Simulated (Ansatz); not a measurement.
MgO (Fm-3m) under hydrostatic pressure: electron conductivity mass by r2SCAN, rigid bands (plane waves, PAW, scalar-relativistic; Ansatz, a quantum-chemistry and plane-wave program). The unloaded cell, whose axes the loads refer to:

Space group Fm-3m (No. 225); a = b = c = 4.2076 Å, α = β = γ = 90.00°

```json
[
 {"atom": "Mg", "site": "4a", "symmetry": "m-3m", "x": "0.0000", "y": "0.0000", "z": "0.0000"},
 {"atom": "O", "site": "4b", "symmetry": "m-3m", "x": "0.5000", "y": "0.5000", "z": "0.5000"}
]
```
(The calculation used a cell of 2 atoms; values per cell refer to that cell.)

| hydrostatic pressure (GPa) | volume per atom (Å³) | electron conductivity mass (mₑ) |
|---|---|---|
| -2 | 9.43 | 0.370 |
| 0 | 9.31 | ? |
| 2 | 9.20 | 0.377 |
| 5 | 9.05 | 0.382 |
| 10 | 8.82 | 0.390 |

Question: Fit a straight line to ln(electron conductivity mass) against the load over the rows given, and predict the row at 0 GPa.

Answer: The means are x̄ = 3.750 GPa and ȳ = -0.9684; Σ(x − x̄)(y − ȳ) = 0.3361 and Σ(x − x̄)² = 76.75, so the slope is 0.438 % per GPa, and the rows given lie within 0.064 % of the line. At 0 GPa the line gives 0.373 mₑ; the calculation gives 0.374 mₑ, 0.13 % from it.

Masses are for dilute carriers at 300 K, harmonic means over directions unless an axis is named. Spin-orbit coupling is left out. Stresses and pressures are the targets of the relaxation. The structure type is held at every load. Geometry: cell and atoms relaxed with r2SCAN.
